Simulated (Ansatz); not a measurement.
# What isotropic strain +0.60 % does to TiO2

The reference is TiO₂ in the rutile structure (space group P4_2/mnm, No. 136; a = 4.6434 Å, c = 2.9638 Å).

Modification: the cell is scaled by 1.0060 in all directions, atoms relaxed at fixed cell.

Level of theory: Ansatz (an electronic-structure program), PBE, PAW, cutoff 420 eV, no spin-orbit coupling. Settings: 7×7×11 k-points, 0.05 eV Fermi–Dirac smearing.

The volume per atom goes up by 0.19 Å³, from 10.65 Å³ to 10.84 Å³ and the space group is still P4_2/mnm (No. 136). The energy increases by 2.2 meV/atom and the pressure (mean of the normal stresses, compression positive) goes from zero to -3.66 GPa. The band gap falls by 0.01 eV, from 1.86 eV to 1.85 eV and the gap character remains direct at Γ. The mean gap deformation potential ΔEg/Δln V is -0.7 eV and the width of the top valence band decreases by 0.04 eV to 1.52 eV. The electron mass goes from 0.58 mₑ along c, 1.2 mₑ across (at Γ) to 0.59 mₑ along c, 1.2 mₑ across (at Γ) and the valence-band top at Γ (three highest levels, from the VBM) changes from 0.00, -0.43, -0.43 eV to 0.00, -0.41, -0.41 eV.

Final structure:

```
CELL_PARAMETERS angstrom
      4.67130     0.00000     0.00000
      0.00000     4.67130     0.00000
      0.00000     0.00000     2.98158
ATOMIC_POSITIONS crystal
  Ti 0.00000 0.00000 0.00000
  Ti 0.50000 0.50000 0.50000
  O  0.30591 0.30591 0.00000
  O  0.80591 0.19409 0.50000
  O  0.19409 0.80591 0.50000
  O  0.69409 0.69409 0.00000
```

Masses are band curvatures over ±0.01 Å⁻¹ around the edge. No phonon test of stability was made. All final runs are without spin polarisation.
